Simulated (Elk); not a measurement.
Elk run on MgRh (Pm-3m, 2 atoms in the cell): self-consistent single point.

Computed with LDA (PW92), all-electron FP-LAPW, Elk's shipped species files, default APW+lo basis in Elk 10.2.4.

```
MgRh
1.0
    3.08685     0.00000     0.00000
    0.00000     3.08685     0.00000
    0.00000     0.00000     3.08685
Mg Rh
1 1
Direct
  0.00000   0.00000   0.00000
  0.50000   0.50000   0.50000
```

Reference input (self-consistent single point, DFT, LDA (PW92), all-electron FP-LAPW, Elk's shipped species files, default APW+lo basis): stype = 0; swidth = 0.00734986 Ha; ngridk = 13 13 13; rmtscf = 0.99; maxscl = 100. This run's input differs from it in these lines:

```diff
@@ -36,3 +36,3 @@
 ngridk
-  13 13 13
+  9 9 9
```

The program printed (abridged):

```
│ Self-consistent loop started │
│ Loop number : 1 │
 total energy                :     -4974.34344801
│ Loop number : 2 │
 total energy                :     -4974.75779688
RMS change in Kohn-Sham potential (target) :   0.1615828301     (  0.1000000000E-05)
Absolute change in total energy (target)   :   0.4143488718     (  0.1000000000E-03)
│ Loop number : 3 │
 total energy                :     -4978.01464329
RMS change in Kohn-Sham potential (target) :   0.9060219850E-01 (  0.1000000000E-05)
Absolute change in total energy (target)   :    3.360433631     (  0.1000000000E-03)
│ Loop number : 4 │
   [... lines left out ...]
Absolute change in total energy (target)   :   0.8210434162E-03 (  0.1000000000E-03)
│ Loop number : 13 │
 total energy                :     -4980.25384471
RMS change in Kohn-Sham potential (target) :   0.2106887619E-06 (  0.1000000000E-05)
Absolute change in total energy (target)   :   0.2322773043E-03 (  0.1000000000E-03)
│ Loop number : 14 │
 total energy                :     -4980.25386382
RMS change in Kohn-Sham potential (target) :   0.9055609891E-07 (  0.1000000000E-05)
Absolute change in total energy (target)   :   0.7717860353E-04 (  0.1000000000E-03)
Convergence targets achieved

│ Loop number : 15 │

Energies :
 Fermi                       :     0.238600426048
 total energy                :     -4980.25385958

Density of states at Fermi energy :    28.30237609
 (states/Hartree/unit cell)

Estimated indirect band gap :   0.9227332782E-02
 from k-point     15 to k-point     25
Estimated direct band gap   :   0.1215400269E-01
 at k-point     15

Charges :
 core                        :    30.00000000
 valence                     :    27.00000000
 interstitial                :    2.276155941
 muffin-tins (core leakage)
  species :    1 (Mg)
   atom    1                 :    10.64871533     (  0.2220446049E-15)
  species :    2 (Rh)
   atom    1                 :    44.07512873     (  0.1440229269E-07)
 total in muffin-tins        :    54.72384406
 total calculated charge     :    56.99677968
 total charge                :    57.00000000
 error                       :   0.3220315647E-02

│ Self-consistent loop stopped │
```

The run converged in 15 iterations. The count includes the last loop, which Elk runs after its targets are met. Against the reference run the total energy falls by 8.4 meV/atom.

The starting cell comes from a database of computed structures (which also holds hypothetical and non-ambient phases and stackings), without a prior relaxation at this level. Spin polarisation is off. Values depend on the basis (sphere radii, cutoffs, local orbitals), which need not be converged. The log's line on a gap gives a spacing of levels on this mesh, which the program prints for metals too.
